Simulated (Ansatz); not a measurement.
# Habitual settings against a tight run: the (001) slab of BiTe (cut from a parent of space group no. 225; 4 atoms in the cell)

Self-consistent single point.

```
BiTe
1.0
    4.68554     0.00000     0.00000
   -4.68554     4.68554     0.00000
    0.00000     0.00000    15.25330
Bi Te
2 2
Direct
  0.00000   0.00000   0.60664
  0.00000   0.50000   0.39336
  0.00000   0.50000   0.60664
  0.00000   0.00000   0.39336
```

Method of the run: PBE, harder PAW files (source: ansatz) (plane waves; Ansatz, a program for electronic structure).

Base settings: basis.ecutwfc = 640 eV; kpoints.mp_grid.grid = 13 13 1; hamiltonian.xc = pbe; hamiltonian.pseudopotentials = {kind: paw, source: ansatz}; scf.occupations.method = fermi_dirac; scf.occupations.width = 0.1 eV.

Tight run (finer mesh or higher cutoff; not a proven limit): basis.ecutwfc: 640 eV → 895 eV; kpoints.mp_grid.grid: 13 13 1 → 18 18 1; scf.convergence.dr2_threshold: default (1e-07 eV) → 1e-09 eV. It gave Fermi level (on the code's own zero) 1.91 eV; pressure averaged over the cell with its vacuum -1.54 GPa; largest force (vector length) 0.638 eV/Å.

Quick runs, as changes from the base:
- A: the base itself
- B: basis.ecutwfc: 640 eV → 320 eV; kpoints.mp_grid.grid: 13 13 1 → 4 4 1
- C: basis.ecutwfc: 640 eV → 385 eV; kpoints.mp_grid.grid: 13 13 1 → 1 1 1
- D: basis.ecutwfc: 640 eV → 510 eV; kpoints.mp_grid.grid: 13 13 1 → 2 2 1; hamiltonian.xc: pbe → lda; scf.convergence.dr2_threshold: default (1e-07 eV) → 0.001 eV [LDA (PW92)]
- E: basis.ecutwfc: 640 eV → 385 eV; kpoints.mp_grid.grid: 13 13 1 → 6 6 1; scf.occupations.method: fermi_dirac → methfessel_paxton; scf.occupations.width: 0.1 eV → 0.136 eV
- F: basis.ecutwfc: 640 eV → 510 eV; kpoints.mp_grid.grid: 13 13 1 → 6 6 1; hamiltonian.xc: pbe → lda; scf.occupations.method: fermi_dirac → methfessel_paxton; scf.occupations.width: 0.1 eV → 0.2 eV; scf.convergence.dr2_threshold: default (1e-07 eV) → 0.0001 eV [LDA (PW92)]

Energies are extrapolated to zero smearing width, which holds to low order in the width alone.

Dashes: energy of D, F, another energy zero.

† marks runs with another functional, U, potentials or spin treatment: their distance from the tight run is not a convergence error alone.

The count of work is k-points × plane waves × bands × iterations; it is no time. 

The starting cell comes from a database of computed structures (which also holds hypothetical and non-ambient phases and stackings), without a prior relaxation at this level. The slab is cut from that crystal, and its faces are unrelaxed. Its lattice was rescaled in the plane by a random factor within 2.5 % of one. Spin polarisation is off, though cut faces can carry moments; the slab shows no gap.

```csv
run,energy less tight (meV/atom),largest miss in a force vector (eV/Å),count of work / tight
A,0.2,0.005,0.27
B,6603.2,0.015,0.023
C,1338.7,1.560,0.0052
D†,–,0.986,0.013
E,1389.2,0.063,0.052
F†,–,0.286,0.044
```

Among the runs at the tight run's level, the energy misses run from 0.2 to 6603.2 meV/atom.

Keys are those of Ansatz 0.2.
